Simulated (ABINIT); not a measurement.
Worked example: self-consistent single point of HgS (F-43m, 2 atoms in the cell) in ABINIT.

Method: PBE, norm-conserving pseudopotentials (PseudoDojo nc-sr-05 PBE standard) (plane waves; ABINIT).

The change in words: lattice scaled by 0.98. Reference geometry:
```yaml
crystal:
  lattice:
    - [0.00000, 2.92363, 2.92363]
    - [2.92363, 0.00000, 2.92363]
    - [2.92363, 2.92363, 0.00000]
  atoms:
    - { symbol: Hg, position: [0.00000, 0.00000, 0.00000] }
    - { symbol: S, position: [0.25000, 0.25000, 0.25000] }
```

Reference input (self-consistent single point, DFT, PBE, plane waves, norm-conserving pseudopotentials (PseudoDojo nc-sr-05 PBE standard)): pseudos = [Hg.upf, S.upf]; ecut = 33 Ha; ixc = 11; occopt = 3; tsmear = 0.00183747 Ha; ngkpt = 13 13 13; nshiftk = 1; shiftk = 0 0 0; potentials = PseudoDojo nc-sr-05 PBE standard; nband = 18; kptopt = 1; nstep = 80. This run's input differs from it in these lines:

```diff
@@ -5,5 +5,5 @@
 rprim
-        -0.0000000000    2.9236350000    2.9236350000
-         2.9236350000    0.0000000000    2.9236350000
-         2.9236350000    2.9236350000    0.0000000000
+         0.0000000000    2.8651620000    2.8651620000
+         2.8651620000    0.0000000000    2.8651620000
+         2.8651620000    2.8651620000    0.0000000000
 natom 2
```

Output, abridged:

```
--- !BeginCycle
solver: {iscf: 7, nstep: 80, nline: 4, wfoptalg: 0, }
tolerances: {tolvrs: 1.00E-10, }
...

     iter   Etot(hartree)      deltaE(h)  residm     vres2
 ETOT  1  -177.48888662881    -1.775E+02 1.886E-01 1.445E+02
 ETOT  2  -177.62424728832    -1.354E-01 2.781E-02 2.447E+01
 ETOT  3  -177.62806635040    -3.819E-03 4.622E-03 6.663E-01
 ETOT  4  -177.62813063342    -6.428E-05 1.499E-03 9.646E-02
 ETOT  5  -177.62815028328    -1.965E-05 2.890E-03 7.631E-03
 ETOT  6  -177.62815065006    -3.668E-07 5.739E-04 5.500E-04
 ETOT  7  -177.62815069227    -4.221E-08 1.541E-03 3.983E-06
 ETOT  8  -177.62815069254    -2.682E-10 4.229E-04 4.864E-07
 ETOT  9  -177.62815069259    -4.783E-11 9.041E-04 5.309E-09
 ETOT 10  -177.62815069257     1.901E-11 1.971E-04 7.043E-11
 At SCF step   10       vres2   =  7.04E-11 < tolvrs=  1.00E-10 =>converged.

 Cartesian components of stress tensor (hartree/bohr^3)
  sigma(1 1)= -3.14311393E-04  sigma(3 2)=  0.00000000E+00
  sigma(2 2)= -3.14311393E-04  sigma(3 1)=  0.00000000E+00
  sigma(3 3)= -3.14311393E-04  sigma(2 1)=  0.00000000E+00

 ----iterations are completed or convergence reached----

 reduced coordinates (array xred) for    2 atoms
       0.000000000000      0.000000000000      0.000000000000
       0.250000000000      0.250000000000      0.250000000000
 cartesian forces (eV/Angstrom) at end:
    1     -0.00000000000000    -0.00000000000000     0.00000000000000
    2      0.00000000000000     0.00000000000000    -0.00000000000000
 frms,max,avg= 1.5302638E-28 2.3974627E-28   0.000E+00  0.000E+00  0.000E+00 e/A
   [... lines left out ...]
 Fermi (or HOMO) energy (hartree) =   0.22581   Average Vxc (hartree)=  -0.36704
 Fermi (or HOMO) energy (eV) =   6.14461   Average Vxc (eV)=  -9.98778
   [... lines left out ...]
total_energy        : -1.77628150692567E+02
total_energy_eV     : -4.83350779283738E+03
band_energy         : -2.06329580036190E+01
...

-Cartesian components of stress tensor (GPa)         [Pressure=  9.2474E+00 GPa]
- sigma(1 1)= -9.24735890E+00  sigma(3 2)=  0.00000000E+00
- sigma(2 2)= -9.24735890E+00  sigma(3 1)=  0.00000000E+00
- sigma(3 3)= -9.24735890E+00  sigma(2 1)=  0.00000000E+00

 Calculation completed.
```

The run converged in 10 iterations. Against the reference run the free energy goes up by 61.1 meV/atom and the pressure goes from 4.31 to 9.25 GPa.

The starting cell comes from a database of computed structures (which also holds hypothetical and non-ambient phases and stackings), without a prior relaxation at this level. Its lattice was rescaled by a random factor within 2.5 % of one. For this run, on top of that: lattice scaled by 0.98. With a pressure of about 9 GPa the cell is away from its equilibrium volume at this level. The run gives no clean gap (levels at the Fermi energy touch, overlap or are partly filled at this smearing), which alone does not show that the compound is a metal.

Cost on one core of a shared machine: roughly 3 min.
